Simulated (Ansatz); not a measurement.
Take CdSe in the wurtzite structure (space group P6_3mc, No. 186; a = 4.383 Å, c = 7.154 Å) as the base.

The same geometry is solved again with r2SCAN.

Levels (all Ansatz, an electronic-structure program, PAW): r2SCAN (500 eV, spin-orbit coupling left out); PBE (420 eV, no spin-orbit coupling).

Base, band edges from the VBM (valence, conduction): K -1.52, 4.34; H -1.01, 3.66; M -0.68, 3.09; L -1.21, 2.90; A -0.36, 2.26; Γ 0.00, 0.54 eV.

### Question
Give the band edges at the high-symmetry points of the new zone, measured from its valence-band maximum.

### Answer
```csv
point,valence edge (eV),conduction edge (eV)
Γ,0.00,1.03
M,-0.69,3.56
K,-1.54,4.62
A,-0.36,2.72
L,-1.23,3.31
H,-1.03,4.14
```

The gap is 1.03 eV, direct at Γ.

Single points use the geometry relaxed with PBE. Stability against distortions was not tested.
